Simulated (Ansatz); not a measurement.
# Carrier properties of GaP (F-43m)

Consider the following.

```
GaP
1.0
    0.00000     2.72581     2.72581
    2.72581     0.00000     2.72581
    2.72581     2.72581     0.00000
Ga P
1 1
Cartesian
  0.00000   0.00000   0.00000
  1.36291   1.36291   1.36291
```

Computed with r2SCAN with spin-orbit coupling, rigid bands (plane waves, PAW; Ansatz, a first-principles code). How the cell was made: cell and atoms relaxed with r2SCAN.

```
Property                                                                                                                                                        Value
---------------------------------------------------------------------------------------------------------------------------------------  ----------------------------
band gap                                                                                                                                                      1.82 eV
electron conductivity mass (300 K, dilute)                                                                                                                    0.34 mₑ
hole conductivity mass (300 K, dilute)                                                                                                                        0.48 mₑ
effective density of states N_c (300 K)                                                                                                                   3.7e19 cm⁻³
effective density of states N_v (300 K)                                                                                                                   2.3e19 cm⁻³
density-of-states mass, electrons                                                                                                                             1.30 mₑ
density-of-states mass, holes                                                                                                                                 0.93 mₑ
Seebeck coefficient, n-type 1e19 cm⁻³, 300 K                                                                                                                -328 μV/K
Seebeck coefficient, p-type 1e19 cm⁻³, 300 K                                                                                                                 319 μV/K
best p-type power factor at 300 K for τ = 10 fs (best axis; densities from 1e16 to 1e21 cm⁻³ tried, whether or not they can be reached)  14.5 μW/(cm·K²) at 3e20 cm⁻³
```

Rigid bands; masses and Seebeck coefficients take one relaxation time τ for all states and one kind of carrier; polarons and phonon drag are left out.
